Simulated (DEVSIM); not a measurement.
System: abrupt Si p-n junction, at 400 K.

```tsv
layer (left to right)	material	thickness (μm)	Nd (cm⁻³)	Na (cm⁻³)	τn (s)	τp (s)
1	Si	0.500	-	8.8e16	1.9e-5	1.9e-5
2	Si	83.0	3.8e14	-	1.9e-5	1.9e-5
```

Left contact: ohmic. Right contact: ohmic. Voltage is applied to the left contact. Recombination: SRH at mid-gap, radiative. Mobility is constant in doping.

The device is made up for the run: typed textbook-type constants, with dimensions and the other settings drawn at random. Values at 300 K; Nc and Nv go as T^1.5, mobilities as T to minus their exponent, the gap by Varshni's rule with the affinity fixed.

```
parameter               Si
----------------  --------
gap (eV)             1.124
affinity (eV)         4.05
permittivity          11.7
Nc (cm⁻³)          2.86e19
Nv (cm⁻³)           3.1e19
μn (cm²/Vs)           1417
μp (cm²/Vs)            470
T exponent of μn       2.3
T exponent of μp       2.2
B (cm³/s)          4.7e-15
Varshni α (eV/K)  0.000473
Varshni β (K)          636
```

Simulated with DEVSIM: 1D drift-diffusion, Boltzmann statistics, complete ionisation; no tunnelling, impact ionisation, image-force lowering or self-heating.

The thickness of layer 1 was swept, all else fixed.

| thickness of layer 1 (μm) | dark forward voltage at 1 A/cm² (V) |
|---|---|
| 0.1 | 0.408 |
| 0.17 | 0.411 |
| 0.3 | 0.414 |
| 0.5 | 0.417 |
| 0.85 | 0.420 |
| 1.5 | 0.424 |
| 2.5 | 0.428 |

From the first row to the last the dark forward voltage at 1 A/cm² goes from 0.408 to 0.428.
